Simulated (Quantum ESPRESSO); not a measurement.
Worked example: self-consistent single point of BaC2 (P1, 3 atoms in the cell) in Quantum ESPRESSO.

Computed with LDA (PZ), GBRV 1.5 ultrasoft (LDA) pseudopotentials (plane waves; Quantum ESPRESSO).

The change in words: lattice scaled by 0.98. Reference geometry:
```
CELL_PARAMETERS angstrom
     -2.20352     2.20352     3.63449
      2.20352    -2.20352     3.63449
      2.20352     2.20352    -3.63449
ATOMIC_POSITIONS crystal
  Ba 0.99471 0.00604 0.98935
  C  0.57533 0.57106 0.98132
  C  0.42996 0.42290 0.02932
```

Reference input (self-consistent single point, DFT, LDA (PZ), plane waves, GBRV 1.5 ultrasoft (LDA) pseudopotentials): ecutwfc = 40 Ry; ecutrho = 200 Ry; occupations = fixed; potentials = {Ba: ba_lda_v1.uspp.F.UPF, C: c_lda_v1.2.uspp.F.UPF}; K_POINTS = automatic 6 6 7 0 0 0; nbnd = 11; conv_thr = 1e-11 Ry; mixing_beta = 0.3. This run's input differs from it in these lines:

```diff
@@ -25,9 +25,9 @@
 CELL_PARAMETERS {angstrom}
-  -2.2035200000     2.2035200000     3.6344950000
-   2.2035200000    -2.2035200000     3.6344950000
-   2.2035200000     2.2035200000    -3.6344950000
+  -2.1594500000     2.1594500000     3.5618050000
+   2.1594500000    -2.1594500000     3.5618050000
+   2.1594500000     2.1594500000    -3.5618050000
 ATOMIC_POSITIONS {angstrom}
-Ba    0.0014983936   -0.0484245555    0.0414187050
-C    -0.0505553594   -0.0317505197    4.2344229172
-C     0.0490547622    0.0801772787    2.9931520123
+Ba    0.0014684260   -0.0474560732    0.0405903298
+C    -0.0495442614   -0.0311155151    4.1497343423
+C     0.0480736759    0.0785737477    2.9332888897
 K_POINTS {automatic}
```

The program printed (abridged):

```
     Self-consistent Calculation

     iteration #  1     ecut=    40.00 Ry     beta= 0.30

     negative rho (up, down):  9.688E-02 0.000E+00

     total energy              =     -93.31988935 Ry
     estimated scf accuracy    <       0.73105398 Ry

     iteration #  2     ecut=    40.00 Ry     beta= 0.30

     negative rho (up, down):  9.523E-02 0.000E+00

     total energy              =     -93.32333754 Ry
     estimated scf accuracy    <       0.10999237 Ry

     iteration #  3     ecut=    40.00 Ry     beta= 0.30

     negative rho (up, down):  9.368E-02 0.000E+00

     total energy              =     -93.34899386 Ry
     estimated scf accuracy    <       0.01383811 Ry

   [... 9 blocks of this kind left out ...]

     iteration # 13     ecut=    40.00 Ry     beta= 0.30

     negative rho (up, down):  9.236E-02 0.000E+00

     total energy              =     -93.35166608 Ry
     estimated scf accuracy    <          3.3E-11 Ry

     iteration # 14     ecut=    40.00 Ry     beta= 0.30

     negative rho (up, down):  9.236E-02 0.000E+00
     End of self-consistent calculation

     Number of k-points >= 100: set verbosity='high' to print the bands.

     highest occupied, lowest unoccupied level (ev):     5.0335    6.3595

!    total energy              =     -93.35166608 Ry
     estimated scf accuracy    <          8.9E-12 Ry

     convergence has been achieved in  14 iterations

     negative rho (up, down):  9.236E-02 0.000E+00

     Forces acting on atoms (cartesian axes, Ry/au):

     atom    1 type  1   force =    -0.00015477    0.00500836   -0.00615150
     atom    2 type  2   force =    -0.00614460   -0.00967978    0.10615057
     atom    3 type  2   force =     0.00629937    0.00467142   -0.09999906

     Total force =     0.146709     Total SCF correction =     0.000002

     negative rho (up, down):  9.236E-02 0.000E+00
          total   stress  (Ry/bohr**3)                   (kbar)     P=       12.92
  -0.00009363   0.00001303  -0.00007625          -13.77        1.92      -11.22
   0.00001303  -0.00009550  -0.00008270            1.92      -14.05      -12.17
  -0.00007625  -0.00008270   0.00045257          -11.22      -12.17       66.58

   JOB DONE.
```

The run converged in 14 iterations. Against the reference run the free energy falls by 6.6 meV/atom, the pressure goes from -2.93 to 1.29 GPa, the largest force goes from 0.742 to 2.745 eV/Å and the gap on the mesh goes from 1.478 to 1.326 eV.

The starting cell comes from a database of computed structures (which also holds hypothetical and non-ambient phases and stackings), without a prior relaxation at this level. Its atoms were displaced at random from the sites of space group no. 139. For this run, on top of that: lattice scaled by 0.98. Forces in this geometry exceed 1 eV/Å.

Cost on one core of a shared machine: roughly 5 min.
